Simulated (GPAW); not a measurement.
**Input and output of a self-consistent single point for La (P6_3/mmc, 2 atoms in the cell) (GPAW)**

Method: PBE, GPAW PAW datasets PBE (gpaw-data 1.0.1) (plane waves; GPAW).

Input as run:

```python
from ase import Atoms
from ase.units import GPa
from gpaw import GPAW, PW

atoms = Atoms(['La', 'La'],
              cell=[[3.746285, 0.000000, 0.000000],
                    [-1.873142, 3.244377, 0.000000],
                    [0.000000, 0.000000, 6.082446]],
              scaled_positions=[[0.333333, 0.666667, 0.250000],
                                [0.666667, 0.333333, 0.750000]],
              pbc=True)

calc = GPAW(mode=PW(850),
            xc='PBE',
            kpts=(13, 13, 7),
            occupations={'name': 'methfessel-paxton', 'width': 0.136, 'order': 0},
            nbands=-8,
            symmetry={'symmorphic': False, 'tolerance': 0.0005},
            maxiter=100,
            txt='-')

atoms.calc = calc

energy = atoms.get_potential_energy()
print('Energy (eV):', round(energy, 6))
forces = atoms.get_forces()
print('Forces (eV/Ang):')
print(forces.round(5))
stress = atoms.get_stress()
print('Stress (GPa, Voigt):', (stress / GPa).round(4))
```

Output (repeated stretches shortened):

```
Input parameters:
  kpts: [13 13  7]
  maxiter: 100
  mode: {ecut: 850.0,
         name: pw}
  nbands: -8
  occupations: {name: methfessel-paxton,
                order: 0,
                width: 0.136}
  symmetry: {symmorphic: False,
             tolerance: 0.0005}
  xc: PBE

species:
  La:
    name: Lanthanum
    Z: 57.0
    valence: 11
    core: 46
    charge: 0.0
    file: La.PBE.gz

    # Using partial waves for La as LCAO basis

Reference energy: -462226.245442  # eV

Spin-paired calculation

Convergence criteria:
 Maximum [total energy] change in last 3 cyles: 0.0005 eV / valence electron
 Maximum integral of absolute [dens]ity change: 0.0001 electrons / valence electron
 Maximum integral of absolute [eigenst]ate change: 4e-08 eV^2 / valence electron
 Maximum number of scf [iter]ations: 100

Symmetries present (total): 24
Symmetries with fractional translations: 12
1183 k-points: 13 x 13 x 7 Monkhorst-Pack grid
84 k-points in the irreducible part of the Brillouin zone
       k-points in crystal coordinates                weights
   0:     0.00000000    0.00000000    0.00000000          1/1183
   1:     0.00000000    0.00000000    0.14285714          2/1183
   2:     0.00000000    0.00000000    0.28571429          2/1183
   [... 7 lines left out ...]
          ...
  83:     0.46153846    0.46153846    0.42857143         12/1183

Wave functions: Plane wave expansion
  Cutoff energy: 850.000 eV
  Number of coefficients (min, max): 4134, 4189
  Pulay-stress correction: 0.000000 eV/Ang^3 (de/decut=0.000000)

Occupation numbers: Methfessel-Paxton:
  width: 0.1360  # eV
  order: 0

Eigensolver

Densities:
  Coarse grid: 27*27*42 grid
  Fine grid: 54*54*84 grid
  Total Charge: 0.000000

Density mixing:
  Method: separate
  Backend: pulay
  Linear mixing parameter: 0.05
  old densities: 5
  Damping of long wavelength oscillations: 50

Hamiltonian:
  XC and Coulomb potentials evaluated on a 54*54*84 grid
  External potential:
    NoExternalPotential

XC parameters: PBE with 2 nearest neighbor stencil

Number of atoms: 2
Number of atomic orbitals: 40
Number of bands in calculation: 19
Number of valence electrons: 22
Bands to converge: occupied

Density initialized from atomic densities
  19 bands from LCAO basis set

Atomic positions and initial magnetic moments

Positions:
   0 La    -0.000002    2.162919    1.520612    ( 0.0000,  0.0000,  0.0000)
   1 La     1.873145    1.081458    4.561834    ( 0.0000,  0.0000,  0.0000)

Unit cell:
           periodic     x           y           z      points  spacing
  1. axis:    yes    3.746285    0.000000    0.000000    27     0.1202
  2. axis:    yes   -1.873142    3.244377    0.000000    27     0.1202
  3. axis:    yes    0.000000    0.000000    6.082446    42     0.1448

  Lengths:   3.746285   3.746284   6.082446
  Angles:   90.000000  90.000000 120.000001

Effective grid spacing dv^(1/3) = 0.1342

     iter     time        total  log10-change:
                         energy   eigst   dens
iter:   1 --:--:--    -9.605777
iter:   2 --:--:--    -9.595980   -0.62  -1.33
iter:   3 --:--:--   -13.484800   +0.49  -1.34
iter:   4 --:--:--    -9.861991   +0.07  -0.66
iter:   5 --:--:--    -9.449458   -0.14  -1.21
iter:   6 --:--:--    -9.456414   -0.75  -1.68
iter:   7 --:--:--    -9.407255   -0.46  -1.73
iter:   8 --:--:--    -9.442608   -1.50  -1.75
iter:   9 --:--:--    -9.519210   -1.25  -2.15
iter:  10 --:--:--    -9.469255   -1.73  -1.61
iter:  11 --:--:--    -9.416070   -1.22  -1.70
iter:  12 --:--:--    -9.421796   -2.08  -2.53
iter:  13 --:--:--    -9.416585c  -1.80  -2.18
iter:  14 --:--:--    -9.418029c  -2.00  -3.06
iter:  15 --:--:--    -9.418649c  -2.38  -3.03
iter:  16 --:--:--    -9.419059c  -2.72  -3.06
iter:  17 --:--:--    -9.419038c  -3.03  -3.03
iter:  18 --:--:--    -9.419667c  -3.04  -3.00
   [... 17 lines left out ...]
iter:  36 --:--:--    -9.418947c  -5.28  -3.47
iter:  37 --:--:--    -9.419176c  -3.96  -3.56
iter:  38 --:--:--    -9.419003c  -4.33  -3.12
iter:  39 --:--:--    -9.418902c  -3.94  -3.32
iter:  40 --:--:--    -9.418901c  -4.40  -3.90
iter:  41 --:--:--    -9.418927c  -4.80  -4.06c
iter:  42 --:--:--    -9.418959c  -4.75  -3.72
iter:  43 --:--:--    -9.418917c  -5.02  -3.51
iter:  44 --:--:--    -9.418916c  -5.51  -3.81
iter:  45 --:--:--    -9.418903c  -4.76  -3.86
iter:  46 --:--:--    -9.418904c  -5.40  -4.20c
iter:  47 --:--:--    -9.418907c  -5.60  -4.24c
iter:  48 --:--:--    -9.418907c  -6.22  -4.30c
iter:  49 --:--:--    -9.418917c  -5.12  -4.35c
iter:  50 --:--:--    -9.418908c  -5.72  -4.28c
iter:  51 --:--:--    -9.418909c  -6.69  -4.81c
iter:  52 --:--:--    -9.418909c  -7.09  -4.94c
iter:  53 --:--:--    -9.418911c  -6.58  -4.96c
iter:  54 --:--:--    -9.418911c  -7.23  -4.96c
iter:  55 --:--:--    -9.418910c  -7.83c -5.22c

Converged after 55 iterations.

Dipole moment: (0.000000, -0.000000, -0.000000) |e|*Ang

Energy contributions relative to reference atoms: (reference = -462226.245442)

Kinetic:        +15.289118
Potential:       -8.771077
External:        +0.000000
XC:             -15.221283
Entropy (-ST):   -0.031842
Local:           -0.699748
SIC:             +0.000000
--------------------------
Free energy:     -9.434832
Extrapolated:    -9.418910

Showing only first 2 kpts
 Kpt  Band  Eigenvalues  Occupancy
  0     9      8.00389    2.00000
  0    10     10.86154    0.00000
  0    11     11.10528    0.00000
  0    12     11.10529    0.00000

  1     9      8.03659    2.00000
  1    10     10.81186    0.00000
  1    11     11.09467    0.00000
  1    12     11.09468    0.00000

Fermi level: 9.76404

No gap
No difference between direct/indirect transitions
Energy (eV): -9.41891

Forces in eV/Ang:
  0 La    0.00000    0.00000   -0.00000
  1 La   -0.00000   -0.00000   -0.00000

Stress tensor:
    -0.003598     0.000000     0.000000
     0.000000    -0.003598     0.000000
     0.000000     0.000000    -0.003331
Stress (GPa, Voigt): [-0.5764 -0.5764 -0.5337  0.      0.      0.    ]
```

The run converged in 55 iterations. GPAW prints stress with tension positive.

The starting cell was generated: these elements placed on a structure prototype, without a prior relaxation; it need not be a known phase or ordering of this composition. Its lattice was rescaled by a random factor within 2.5 % of one.

Cost on one core of a shared machine: roughly 9 min.
